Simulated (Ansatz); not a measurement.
Consider YN in the rock salt structure (space group Fm-3m, No. 225).

```
CELL_PARAMETERS angstrom
      0.00000     2.40990     2.40990
      2.40990     0.00000     2.40990
      2.40990     2.40990     0.00000
ATOMIC_POSITIONS crystal
  Y  0.00000 0.00000 0.00000
  N  0.50000 0.50000 0.50000
```

Level of theory: plane-wave PAW DFT at the LDA level (Ansatz, a quantum-chemistry and plane-wave program, 420 eV), no spin-orbit coupling.

Before the change:

```
Quantity    Value
--------  -------
Pressure  0.0 GPa
Band gap     zero
```

Modification: the cell is scaled by 0.9700 in all directions, atoms relaxed at fixed cell.

What happens to the pressure?

The pressure goes from zero to 20.2 GPa.

Predict the new energy relative to the base.

The energy rises by 71 meV/atom.

What does the calculation give for the band gap after the change?

The band gap is still zero.

The mesh was chosen for an insulator and is coarse for the gapless case. The cells carry an imposed strain or load. No phonon test of stability was made. The final runs are not spin-polarised. Gaps under 0.05 eV, about the width of the smearing, are given as zero. The zero or small gap of YN can change with the level of theory.
